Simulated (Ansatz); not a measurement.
## Predicting a run: wurtzite AlN (P6_3mc), biaxial stress in the basal plane (tension)

Cell and atoms relaxed with PBEsol to each stress σ (compression positive); gaps by PBE with spin-orbit coupling, rigid bands (plane waves, PAW; Ansatz, an electronic-structure program). Unloaded cell: a = b = 3.1138 Å, c = 4.9837 Å, α = β = 90.00°, γ = 120.00°.

```
σ (GPa)  strain along basal x (%)  gap (eV)
-------  ------------------------  --------
0                               0     4.175
-4.50                        1.04     3.962
-13.50                       3.49     3.478
-18.00                       5.05     3.189
```

Question: Fit E_g = 4.175 eV + aσ + bσ² and ε = cσ + dσ² to the loaded rows by least squares.

Answer: a = 0.0437 eV/GPa, b = -6.09e-04 eV/GPa²; c = -0.205 %/GPa, d = 0.00414 %/GPa².

Question: One run was withheld, at σ = -9.00 GPa. Predict its gap and its strain along basal x, then set them beside the run.

Answer: E_g = 4.175 + (0.0437)(-9.00) + (-6.09e-04)(-9.00)² = 3.732 eV and ε = (-0.205)(-9.00) + (0.00414)(-9.00)² = 2.18 %. The run gave 3.733 eV and 2.20 %, misses of 0.001 eV and 0.02 percentage points.

Gaps are resolved to about 0.01 eV; third decimals are kept for the arithmetic. Every relaxation keeps the wurtzite phase (space group P6_3mc under this load), so a transition, a distortion that breaks the symmetry or fracture can't show.
